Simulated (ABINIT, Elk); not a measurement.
An ABINIT input for a self-consistent single point of MnZn3 (Pm-3m, 4 atoms in the cell) (DFT, PBEsol, plane waves, PAW (JTH v2.0 PBE PAW, files made for PBE)):

```
# MnZn3, JTH v2.0 PBE PAW
pp_dirpath "./"
pseudos "Mn.GGA_PBE-JTH.xml, Zn.GGA_PBE-JTH.xml"
acell 3.7262270000 3.7262270000 3.7262270000 Angstrom
rprim
         1.0000000000    0.0000000000    0.0000000000
         0.0000000000    1.0000000000    0.0000000000
         0.0000000000    0.0000000000    1.0000000000
natom 4
ntypat 2
znucl 25 30
typat 1 2 2 2
xcart
         0.0000000000    0.0000000000    0.0000000000
         0.0000000000    3.5207742541    3.5207742541
         3.5207742541    0.0000000000    3.5207742541
         3.5207742541    3.5207742541    0.0000000000
ecut 30
pawecutdg 60
pawxcdev 0
ixc -116133
nsppol 2
spinat
      0 0 4
      0 0 0
      0 0 0
      0 0 0
occopt 3
tsmear 0.1 eV
nband 36
kptopt 1
ngkpt 6 6 6
nshiftk 1
shiftk 0 0 0
nstep 80
tolvrs 1.0e-11
prtwf 0
prtden 0
prtvol 1
```

### Question
Write the same calculation as an input for Elk.

### Answer
This is the input that was run; spellings and numerical settings could be chosen otherwise.

```
tasks
  0

xctype
  22

spinpol
  .true.

reducebf
  0.8

rgkmax
  7.0

stype
  3

swidth
  0.00367493

scale
  7.041548508

avec
    1.0000000000    0.0000000000    0.0000000000
    0.0000000000    1.0000000000    0.0000000000
    0.0000000000    0.0000000000    1.0000000000

atoms
  2   : nspecies
  'Mn.in'   : spfname
  1   : natoms; atposl, bfcmt below
  0.0000000000  0.0000000000  0.0000000000    0.0 0.0 -4.0
  'Zn.in'   : spfname
  3   : natoms; atposl, bfcmt below
  0.0000000000  0.5000000000  0.5000000000    0.0 0.0 0.0
  0.5000000000  0.0000000000  0.5000000000    0.0 0.0 0.0
  0.5000000000  0.5000000000  0.0000000000    0.0 0.0 0.0

ngridk
  6 6 6
```

Basis settings and potentials, where a program has them, do not carry over. This input uses DFT, PBEsol, all-electron FP-LAPW, Elk's shipped species files, default APW+lo basis. Both were run: size of the net moment 0.58 μB/atom in ABINIT and 0.57 in Elk.

On Elk: the starting cell comes from a database of computed structures (which also holds hypothetical and non-ambient phases and stackings), without a prior relaxation at this level. Its lattice was rescaled by a random factor within 2.5 % of one. With one magnetic atom in the cell only a parallel order is possible. Values depend on the basis (sphere radii, cutoffs, local orbitals), which need not be converged.

On ABINIT: the starting cell comes from a database of computed structures (which also holds hypothetical and non-ambient phases and stackings), without a prior relaxation at this level. Its lattice was rescaled by a random factor within 2.5 % of one. With one magnetic atom in the cell only a parallel order is possible. The potentials were made for another functional than the one used.
